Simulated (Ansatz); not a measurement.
Ansatz (a quantum-chemistry and plane-wave program) run on AgO (P1, 8 atoms in the cell): self-consistent single point.

Method of the run: PBEsol, default PAW files made with PBE (plane waves; Ansatz).

The change in words: lattice scaled by 0.98; kpoints.mp_grid.grid: 4 6 4 → 4 7 5. Reference geometry:
```yaml
crystal:
  lattice:
    - [5.77984, 0.00000, 0.00000]
    - [0.00000, 3.51371, 0.00000]
    - [-1.64077, 0.00000, 5.26776]
  atoms:
    - { symbol: Ag, position: [0.00269, 0.50000, 0.50949] }
    - { symbol: Ag, position: [0.00000, 0.00000, 0.00000] }
    - { symbol: Ag, position: [0.50000, 0.50000, 0.00000] }
    - { symbol: Ag, position: [0.50000, 0.00000, 0.50000] }
    - { symbol: O, position: [0.70759, 0.16593, 0.28024] }
    - { symbol: O, position: [0.29241, 0.83407, 0.71976] }
    - { symbol: O, position: [0.29241, 0.66593, 0.21976] }
    - { symbol: O, position: [0.70759, 0.33407, 0.78024] }
```

Reference input (self-consistent single point, DFT, PBEsol, plane waves, default PAW files made with PBE): basis.ecutwfc = 420 eV; kpoints.mp_grid.grid = 4 6 4; hamiltonian.xc = pbesol; hamiltonian.pseudopotentials = {kind: paw} (the program's default PAW files); scf.occupations.method = fermi_dirac; scf.occupations.width = 0.1 eV. This run's input differs from it in these lines:

Ansatz 0.2 input:
```diff
@@ -2,14 +2,14 @@
   lattice:
-    - [5.77983800, 0.00000000, 0.00000000]
-    - [0.00000000, 3.51370700, 0.00000000]
-    - [-1.64076600, 0.00000000, 5.26776500]
+    - [5.66424100, 0.00000000, 0.00000000]
+    - [0.00000000, 3.44343300, 0.00000000]
+    - [-1.60795100, 0.00000000, 5.16241000]
   atoms:
-    - { symbol: Ag, position_ang: [-0.82038627, 1.75685350, 2.68388413] }
+    - { symbol: Ag, position_ang: [-0.80397871, 1.72171650, 2.63020660] }
     - { symbol: Ag, position_ang: [0.00000000, 0.00000000, 0.00000000] }
-    - { symbol: Ag, position_ang: [2.88991900, 1.75685350, 0.00000000] }
-    - { symbol: Ag, position_ang: [2.06953600, 0.00000000, 2.63388250] }
-    - { symbol: O, position_ang: [3.62994731, 0.58302940, 1.47623846] }
-    - { symbol: O, position_ang: [0.50912469, 2.93067760, 3.79152654] }
-    - { symbol: O, position_ang: [1.32950769, 2.33988290, 1.15764404] }
-    - { symbol: O, position_ang: [2.80956431, 1.17382410, 4.11012096] }
+    - { symbol: Ag, position_ang: [2.83212050, 1.72171650, 0.00000000] }
+    - { symbol: Ag, position_ang: [2.02814500, 0.00000000, 2.58120500] }
+    - { symbol: O, position_ang: [3.55734810, 0.57136884, 1.44671378] }
+    - { symbol: O, position_ang: [0.49894190, 2.87206416, 3.71569622] }
+    - { symbol: O, position_ang: [1.30291740, 2.29308534, 1.13449122] }
+    - { symbol: O, position_ang: [2.75337260, 1.15034766, 4.02791878] }
 basis:
@@ -17,3 +17,3 @@
 kpoints:
-  mp_grid: { grid: [4, 6, 4] }
+  mp_grid: { grid: [4, 7, 5] }
 hamiltonian:
```

The program printed (abridged):

```
SCF iter   1: F=—  HF=-32322.876003 eV  |F-HF|=—  |Δ(HF+E_count)|=         —  Δρ=1.84e-2  dr2=3.09e-1  ethr=1.77e-3  ⟨swp⟩=5.3  Hψ=13712  notcnv=0  defer=161
all-band conjugate gradients solve this SCF's bands
preconditioner: auto → Kerker (q_TF=auto, 2.725 Å⁻¹)
SCF iter   2: F=—  HF=-32322.811923 eV  |F-HF|=—  |Δ(HF+E_count)|=   6.41e-2  Δρ=7.91e-3  dr2=7.53e-2  ethr=3.09e-4  ⟨swp⟩=2.0  Hψ=5277  notcnv=0  defer=187
   [... lines left out ...]
SCF iter   6: F=—  HF=-32322.792830 eV  |F-HF|=—  |Δ(HF+E_count)|=   2.35e-5  Δρ=7.94e-5  dr2=1.42e-5  ethr=1.56e-7  ⟨swp⟩=2.5  Hψ=5672  notcnv=0  defer=187
SCF iter   7: F=—  HF=-32322.792767 eV  |F-HF|=—  |Δ(HF+E_count)|=   6.28e-5  Δρ=3.53e-5  dr2=1.50e-6  ethr=1.42e-8  ⟨swp⟩=2.0  Hψ=6061  notcnv=0  defer=189
SCF iter   8: F=—  HF=-32322.792767 eV  |F-HF|=—  |Δ(HF+E_count)|=   2.55e-8  Δρ=1.23e-5  dr2=1.27e-7  ethr=1.50e-9  ⟨swp⟩=2.0  Hψ=6900  notcnv=0  defer=189
SCF iter   9: F=-32322.792767 eV  HF=-32322.792767 eV  |F-HF|=1.99e-9  |Δ(HF+E_count)|=   1.57e-8  Δρ=2.84e-6  dr2=8.71e-9  ethr=1.00e-10  ⟨swp⟩=9.1  Hψ=15550  notcnv=0
SCF 1 converged in 9 iterations: F = -32322.792767 eV  dr2 = 8.71e-9
Free energy (F): -32322.792767 eV
Internal energy: -32322.758145 eV  (E = F + TS)
E sigma→0 (E₀):  -32322.775456 eV
Entropy (-TS):   -0.034622 eV (-4.328 meV/atom)
Fermi energy:    13.116456 eV
--- Forces (eV/Å), atoms counted from 1 ---
  atom   1  Ag    -0.28039163    -0.21141725    -0.33044334
  atom   2  Ag    -0.01741914    -0.00024389     0.04733134
  atom   3  Ag     0.02943299     0.00416388     0.06326009
  atom   4  Ag     0.01222055    -0.00505193    -0.04164425
  atom   5  O      0.49250796    -0.06901010     0.14016524
  atom   6  O     -0.21057509     0.28882427     0.11375979
  atom   7  O     -0.37651493    -0.17200722    -0.01456044
  atom   8  O      0.35074086     0.16474369     0.02213109
--- Stress (GPa, compression-positive) ---
        9.024164       0.049033      -0.604385
        0.049033       6.772551       0.022506
       -0.604385       0.022506       9.283656
  P = ⅓ Tr σ = 8.3601 GPa (83.601 kbar)
  The stress holds the Pulay correction. Without it, at fixed plane waves, as pw.x and ABINIT print it: P = 7.8034 GPa
```

The run converged in 9 iterations. Against the reference run the free energy rises by 16.6 meV/atom, the pressure goes from -1.01 to 8.36 GPa and the largest force goes from 0.382 to 0.517 eV/Å.

The starting cell comes from a database of computed structures (which also holds hypothetical and non-ambient phases and stackings), without a prior relaxation at this level. Its lattice was rescaled by up to half a per cent. One atom was moved a little off its site on purpose. For this run, on top of that: lattice scaled by 0.98. With a pressure of about 8 GPa the cell is away from its equilibrium volume at this level. Ansatz's pressure includes its estimate of the finite-basis (Pulay) stress. Without the estimate this run gives 7.80 GPa. A gap is left out here, as mesh or smearing make it unsure.
